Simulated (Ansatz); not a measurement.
TlBr (Cmcm, No. 63, 4 atoms in the cell; start mp-568949; a measured phase of this formula has another space group), treated with LDA (PAW; Ansatz, an electronic-structure program).

Run with plane-wave cutoff 520 eV, 8×8×8 k mesh, Fermi–Dirac smearing 0.01 eV, scalar-relativistic PAW data made under PBE.

Cell (relaxed at this level):

```cif
data_Br2Tl2
_chemical_formula_sum 'Tl2 Br2'
_space_group_name_H-M_alt 'P 1'
_space_group_IT_number 1
_cell_length_a 6.31245
_cell_length_b 6.31245
_cell_length_c 4.72635
_cell_angle_alpha 90.000
_cell_angle_beta 90.000
_cell_angle_gamma 140.414
loop_
_space_group_symop_operation_xyz
  'x, y, z'
loop_
_atom_site_label
_atom_site_type_symbol
_atom_site_fract_x
_atom_site_fract_y
_atom_site_fract_z
_atom_site_occupancy
Tl1 Tl 0.39417 0.60583 0.75000 1
Tl2 Tl 0.60583 0.39417 0.25000 1
Br1 Br 0.86145 0.13855 0.25000 1
Br2 Br 0.13855 0.86145 0.75000 1
```

Q: Predict the band gap, Γ–Γ gap and bulk modulus.

A: 
- band gap = 1.63 eV (on the SCF k mesh)
- Γ–Γ gap = 5.88 eV
- bulk modulus = 27.2 GPa

Note: the relaxation could not lower the start's symmetry, so the cell can be a saddle point above a distorted one; the bulk modulus is −V dP/dV from two relaxed cells at ±2 % in volume.

Spin–orbit coupling is not included; with these elements it can move the gap by several tenths of an eV or more.

A start named mp-… is a Materials Project structure, which need not be a measured phase.
